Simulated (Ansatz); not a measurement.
# La2O3: response to strain

Consider La2O3 (space group P-3m1, No. 164; a = 3.9061 Å, c = 6.0400 Å). Axes: x lies along a and z along c of the hexagonal cell.

Strains are applied to the cell and any free atomic positions relax; under biaxial strain the out-of-plane vector relaxes too; under stress the whole cell relaxes.

The values are results of PBEsol (Ansatz, a program for electronic structure; PAW; 420 eV plane waves; no spin-orbit coupling), not measurements.

Notes on the quantities. energy relative to the base: free energy F.

```json
[
 {"variant": "base", "band gap": "3.77 eV", "smallest direct gap": "3.86 eV", "energy relative to the base": "0 meV/atom", "gap character": "indirect, L → K"},
 {"variant": "biaxial strain −2.31 %, plane normal [001], relaxed out of plane", "band gap": "3.69 eV", "smallest direct gap": "3.83 eV", "energy relative to the base": "–", "gap character": "indirect, K → M"},
 {"variant": "isotropic strain −5.33 %", "band gap": "3.57 eV", "smallest direct gap": "3.69 eV", "energy relative to the base": "+200 meV/atom", "gap character": "indirect, K → M"},
 {"variant": "isotropic strain −4.99 %", "band gap": "3.60 eV", "smallest direct gap": "3.71 eV", "energy relative to the base": "+173 meV/atom", "gap character": "indirect, K → M"},
 {"variant": "uniaxial strain ε_yy = +1.61 %", "band gap": "3.71 eV", "smallest direct gap": "3.87 eV", "energy relative to the base": "+2.7 meV/atom", "gap character": "indirect, M₂ → C"},
 {"variant": "uniaxial stress, 2 GPa tension along x", "band gap": "[?]", "smallest direct gap": "3.87 eV", "energy relative to the base": "[?]", "gap character": "indirect, k = (0.300, 0.200, -1/2) in the run's primitive reciprocal basis → Γ–C (93 % along)"},
 {"variant": "uniaxial stress, 0.5 GPa tension along z", "band gap": "3.79 eV", "smallest direct gap": "3.86 eV", "energy relative to the base": "+0.1 meV/atom", "gap character": "–"}
]
```

Task: Complete the table.

Result: 
- uniaxial stress, 2 GPa tension along x, band gap: 3.70 eV
- uniaxial stress, 2 GPa tension along x, energy relative to the base: +2.2 meV/atom

Stability under load was not tested beyond the relaxation. Labels are those of the standard path for the cell's own space group.
